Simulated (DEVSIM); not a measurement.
Device: Schottky contact on n-type GaN, at 300 K.

Layer 1 from the left is GaN, thickness (μm) 18.0, Nd (cm⁻³) 1.5e17, τn (s) 1.1e-8, τp (s) 1.1e-8.

Left contact: Schottky, work function 5.29 eV, emission velocity 6.4e6 cm/s. Right contact: ohmic. Voltage is applied to the left contact. Recombination: SRH at mid-gap, radiative. Mobility is constant in doping.

This is a model device: material constants are rounded textbook-type values typed into the input, and sizes, dopings and lifetimes were drawn at random. Values at 300 K.

GaN: gap (eV) 3.43, affinity (eV) 4.1, permittivity 9.5, Nc (cm⁻³) 2.3e18, Nv (cm⁻³) 4.6e19, μn (cm²/Vs) 1200, μp (cm²/Vs) 100, B (cm³/s) 1e-11.

Simulated with DEVSIM: 1D drift-diffusion, Boltzmann statistics, complete ionisation; no tunnelling, impact ionisation, image-force lowering or self-heating. Metal contacts follow the ideal Schottky-Mott rule: no Fermi-level pinning, no interface dipoles.

Dark forward current:

```csv
|V| (V),|J| (A/cm²)
0.05,1.394e-13
0.10,1.103e-12
0.15,7.764e-12
0.20,5.381e-11
0.25,3.721e-10
0.30,2.572e-9
0.35,1.778e-8
0.40,1.229e-7
0.45,8.492e-7
0.50,5.867e-6
0.55,4.053e-5
0.60,0.0002800
0.65,0.001933
0.70,0.01334
0.75,0.09203
0.80,0.6336
0.85,4.324
0.90,28.07
0.95,145.2
1.00,462.6
1.05,959.0
1.10,1557
1.15,2211
```

Question: Work out the local ideality factor n = ΔV / (kT/q · ln(J2/J1)) between the rows 0.15 and 0.20 V, 1.10 and 1.15 V.

Answer: kT/q = 25.85 mV. From 0.15 to 0.20 V: ln(5.381e-11/7.764e-12) = 1.936, n = 1.00, near the 1 of diffusion or emission over a barrier. From 1.10 to 1.15 V: ln(2211/1557) = 0.351, n = 5.52; the layers' resistance at their doping, Σ W/(qμN) = 6.2e-5 Ω cm², would take 41 mV of this step of 50 mV.

Question: Estimate the current at 0.50 V for emission alone, J0 = q v N_band exp(−φB/kT), and read the barrier back from the simulated current.

Answer: φB = 1.190 eV, N_band = 2.30e18 cm⁻³, J0 = 2.40e-14 A/cm²; J = J0 (exp(qV/kT) − 1) = 6.03e-6 A/cm². The simulation gives 5.87e-6 A/cm²; the estimate lies 2.8 % above. Read backwards, the simulated current gives an apparent barrier of 1.191 eV. The estimate leaves out transport through the depletion region and minority injection.
